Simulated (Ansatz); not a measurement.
## Effect of Se → Ge on CdSe

Consider CdSe in the wurtzite structure (space group P6_3mc, No. 186; a = 4.3401 Å, c = 7.0788 Å).

One thing is altered: Ge takes the place of Se on all its sites, then cell and atoms are relaxed.

All numbers come from Ansatz (an electronic-structure program) r2SCAN, no SOC. Γ-centred 12×12×9 mesh, Fermi–Dirac width 0.05 eV, for the changed cell.

| quantity | base | changed | shift |
|---|---|---|---|
| volume per atom | 28.87 Å³ | 26.46 Å³ | -2.41 Å³ |
| density | 5.50 g/cm³ | 5.81 g/cm³ | +0.303 g/cm³ |
| space group | P6_3mc (No. 186) | P6_3/mmc (No. 194) | – |
| shortest interatomic distance | 5.018 bohr | 5.094 bohr | +0.0766 bohr |
| band gap | 1.10 eV | zero | – |

Final structure:

```yaml
crystal:
  lattice:
    - [4.66937, 0.00000, 0.00000]
    - [-2.33469, 4.04380, 0.00000]
    - [0.00000, 0.00000, 5.60484]
  atoms:
    - { symbol: Cd, position: [0.66667, 0.33333, 0.25000] }
    - { symbol: Cd, position: [0.33333, 0.66667, 0.75000] }
    - { symbol: Ge, position: [0.66667, 0.33333, 0.75000] }
    - { symbol: Ge, position: [0.33333, 0.66667, 0.25000] }
```

No phonon test of stability was made. As relaxed here, CdGe is a hypothetical phase, not in the database extracts checked. All final runs are without spin polarisation.
